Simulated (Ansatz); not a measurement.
Migration barriers: interstitial Na in 3C silicon carbide, charge state +1

Defect migration in 3C silicon carbide: interstitial Na, charge state +1. The numbers are results of PBE, PAW (plane waves to 420 eV; Ansatz, a quantum-chemistry and plane-wave program), not measurements.

Settings: 64 host sites, the relaxed PBE lattice, a 2×2×2 k-point mesh shifted by half a step, smearing 0.01 eV, spin-restricted, no image-charge correction. Static, classical nuclei. The charge state is imposed; whether it is stable for some Fermi level was not computed. Sites that were not tried may lie lower.

Barriers: single points on a 3×3×3 k-point mesh shifted by half a step at the bands' geometries.

```
Route                        Start site over the lowest site run (eV)  Hop (Å)  Forward barrier (eV)  Backward barrier (eV)      Neighbours at the start     Neighbours at the saddle  Saddle order  Forward, on the band's own sampling (eV)
---------------------------  ----------------------------------------  -------  --------------------  ---------------------  ---------------------------  ---------------------------  ------------  ----------------------------------------
one Na atom jumps by itself                                      0.00     1.90                  1.89                   1.44  4 C at 2.00; 6 Si at 2.33 Å  3 C at 1.98; 3 Si at 2.11 Å   first order                                      1.89
```

Paths come from CI-NEB runs.  

The whole set of runs took around 1.2 core-hours (rough).
